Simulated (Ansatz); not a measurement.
**HfS2, pressure series**

Base system: HfS2 in the CdI2 type structure (space group P-3m1, No. 164; a = 3.606 Å, c = 5.768 Å; layered, stacked along the Cartesian z axis).

Cell and atoms are relaxed at each pressure.

All numbers come from PBE-D3(BJ) in Ansatz (plane waves to 420 eV, PAW, no SOC).

Before the change:

Band gap: 0.85 eV

### Question
The aim is a band gap between 1.00 eV and 1.07 eV. Which of these changes reaches it?
A. pressure 10 GPa
B. pressure 0.7 GPa
C. pressure −1 GPa

### Answer
C, pressure −1 GPa. It gives 1.03 eV; pressure 0.7 GPa gives 0.74 eV; pressure 10 GPa gives zero. Changes not listed may reach it too

A case with no gap was solved on a k-mesh chosen for an insulator, which is coarse for it. Spin-orbit coupling, missing from the scalar runs, can matter with Hf. Load acts through the strain it causes; cell and atoms are relaxed under it. No phonon test of stability was made. No other phases were tried under pressure. The final runs are not spin-polarised. The zero or small gap of HfS2 under pressure 10 GPa can change with the level of theory.

Ansatz is a program for electronic structure.
